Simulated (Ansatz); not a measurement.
The structure below was relaxed with Ansatz (an electronic-structure program), PBE, PAW, cutoff 420 eV, scalar-relativistic without spin-orbit coupling.

```
Mg6SnSb3
1.0
    7.26493     0.00000     0.00000
    0.00000     4.51938     0.00000
   -0.23168     0.00000     8.12074
Sb Sn Mg
3 1 6
Direct
  0.77219   0.00000   0.66965
  0.78094   0.50000   0.17223
  0.22915   0.50000   0.83091
  0.21019   0.00000   0.32769
  0.01011   0.00000   0.99685
  0.99993   0.50000   0.50879
  0.36375   0.00000   0.65676
  0.37036   0.50000   0.16068
  0.63560   0.50000   0.84012
  0.62778   0.00000   0.33632
```

### Question
Find the space group and the Wyckoff positions.

### Answer
Space group Pm (No. 6); a = 7.2649 Å, b = 4.5194 Å, c = 8.1240 Å, α = γ = 90.00°, β = 91.63°

| atom | site | symmetry | x | y | z |
|---|---|---|---|---|---|
| Sb | 1a | m | 0.7722 | 0.0000 | 0.6696 |
| Sb | 1b | m | 0.7809 | 0.5000 | 0.1722 |
| Sb | 1b | m | 0.2291 | 0.5000 | 0.8309 |
| Sn | 1a | m | 0.2102 | 0.0000 | 0.3277 |
| Mg | 1a | m | 0.0101 | 0.0000 | 0.9969 |
| Mg | 1b | m | 0.9999 | 0.5000 | 0.5088 |
| Mg | 1a | m | 0.3637 | 0.0000 | 0.6568 |
| Mg | 1b | m | 0.3704 | 0.5000 | 0.1607 |
| Mg | 1b | m | 0.6356 | 0.5000 | 0.8401 |
| Mg | 1a | m | 0.6278 | 0.0000 | 0.3363 |

### Question
Describe the coordination.

### Answer
The crystal has 10 atoms in its conventional cell. Lattice parameters: a = 7.265 Å, b = 4.519 Å, c = 8.124 Å, α = γ = 90.00°, β = 91.63°. Sb1 is coordinated by 7 Mg at 2.844–3.129 Å. Sb2 is coordinated by 7 Mg at 2.865–3.169 Å. Sb3 sees 7 Mg at 2.841–3.095 Å. Sn is surrounded by 7 Mg at 2.867–3.120 Å. Mg1 is surrounded by 1 Sn at 3.019 Å and 5 Sb at 3.095–3.169 Å (octahedral). Mg2 has 4 Sb at 3.061–3.124 Å and 2 Sn at 3.120 Å (octahedral). Mg3 is coordinated by 3 Sb at 2.854–2.966 Å and 1 Sn at 2.867 Å (tetrahedral). Mg4 has 2 Sb at 2.841–2.982 Å and 2 Sn at 2.897 Å (tetrahedral). 2 further independent sites are not listed. (Neighbours: up to the widest gap in distance over summed covalent radii, below 1.35, at either atom; cation-cation and far metal-metal contacts left out.)

Each cell is one ordered arrangement of few atoms, which overstates ordering effects compared with a random alloy. Whether these cells are dynamically stable was not tested. The final runs are not spin-polarised. An odd electron count without spin: Mg6SnSb3. The cell was made from Mg3Sb2 by this change: x(Sn) = 0.25, 10 atoms, Pm.
